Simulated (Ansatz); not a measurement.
Consider SnO2 in the rutile structure (space group P4_2/mnm, No. 136).

```yaml
crystal:
  lattice:
    - [4.76854, 0.00000, 0.00000]
    - [0.00000, 4.76854, 0.00000]
    - [0.00000, 0.00000, 3.21140]
  atoms:
    - { symbol: Sn, position: [0.00000, 0.00000, 0.00000] }
    - { symbol: Sn, position: [0.50000, 0.50000, 0.50000] }
    - { symbol: O, position: [0.30630, 0.30630, 0.00000] }
    - { symbol: O, position: [0.80630, 0.19370, 0.50000] }
    - { symbol: O, position: [0.19370, 0.80630, 0.50000] }
    - { symbol: O, position: [0.69370, 0.69370, 0.00000] }
```

Method: PBEsol/PAW in Ansatz (a program for electronic structure), scalar-relativistic without spin-orbit coupling, earlier PAW set.

For the base:

```
Item                    Value
-------------------  --------
Lattice parameter a  476.9 pm
```

It is then changed as follows: every Sn is replaced by Cd; the structure is relaxed again.

Tabulated Pauling electronegativity and covalent radius: Sn 1.96, 1.39 Å; Cd 1.69, 1.44 Å.

How does this affect the lattice parameter a?

The lattice parameter a increases by 6.58 pm (476.9 pm → 483.4 pm).

No phonon test of stability was made. As relaxed here, CdO2 is a hypothetical phase, not in the database extracts checked. All final runs are without spin polarisation.
